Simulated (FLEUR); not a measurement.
Worked example: self-consistent single point of TmS (Fm-3m, 2 atoms in the cell) in FLEUR.

Method: PBEsol, all-electron FLAPW (FLEUR), scalar-relativistic valence run with FLEUR.

```
TmS
1.0
    0.00000     2.68986     2.68986
    2.68986     0.00000     2.68986
    2.68986     2.68986     0.00000
Tm S
1 1
Direct
  0.50000   0.50000   0.50000
  0.00000   0.00000   0.00000
```
Moments meant for the start (each program seeds them in its own way; μB, in the order of the atoms Tm S): 2.0 0.0.

Reference input (self-consistent single point, DFT, PBEsol, all-electron FLAPW (FLEUR), scalar-relativistic valence): Kmax = 4.3 1/bohr; GmaxXC = 12.9 1/bohr; xcFunctional = PBEs; jspins = 2; l_soc = F; mode = hist; fermiSmearingEnergy = 0.00367493 Htr; mesh (inpgen div1-3) = 5 5 5; inpgen gamma flag = false; Gmax = 12.9 1/bohr; numbands = 0; maxIterBroyd = 99. This run's input differs from it in these lines:

```diff
@@ -15,3 +15,3 @@
 &exco xctyp='PBEs' /
-&kpt div1=5 div2=5 div3=5 /
+&kpt div1=2 div2=2 div3=2 /
 &end /
```

Log, with long lists cut:

```
      Welcome to FLEUR        (www.flapw.de)
      MaX-Release 8.1          (www.max-centre.eu)
 bin size:            3
**************FLEUR-Error*****************
Error message: Bin size too small
Error occurred in subroutine: types_kpts%gen_bz
Error from PE:0/1
 Last known location:
```

The program stopped before any SCF iteration. 

The starting cell comes from a database of computed structures (which also holds hypothetical and non-ambient phases and stackings), without a prior relaxation at this level. Its lattice was rescaled by up to half a per cent. Values depend on the basis (sphere radii, cutoffs, local orbitals), which need not be converged.
